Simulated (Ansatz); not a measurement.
Zn on the Al site + 1 H in wurtzite AlN

Computed with PBE, PAW (plane waves to 420 eV; Ansatz, a program for electronic structure). Cell and caveats: 96-site cell; 2×2×2 shifted k-points; start: the Al site; H antibonding at the dopant; finite-size errors of tenths of an eV; flagged in the runs: a host whose relaxation on this sampling wasn't shown to rest.

Neighbours after relaxation, in Å: of the Zn atom: H 1.80, N 1.95, N 1.95, N 1.95, N 2.44; of the H atom: N 1.02, Zn 1.80, Al 2.33, Al 2.33, Al 2.34.

The name describes the start; the neighbours show where the atoms ended.

| charge | moment (μB) | largest move off a lattice site (Å) |
|---|---|---|
| 0 | not spin-polarised | 0.62 |

No other site or start that was run ended lower by more than 0.1 eV.

Flagged in the runs: a host whose relaxation on this sampling wasn't shown to rest.
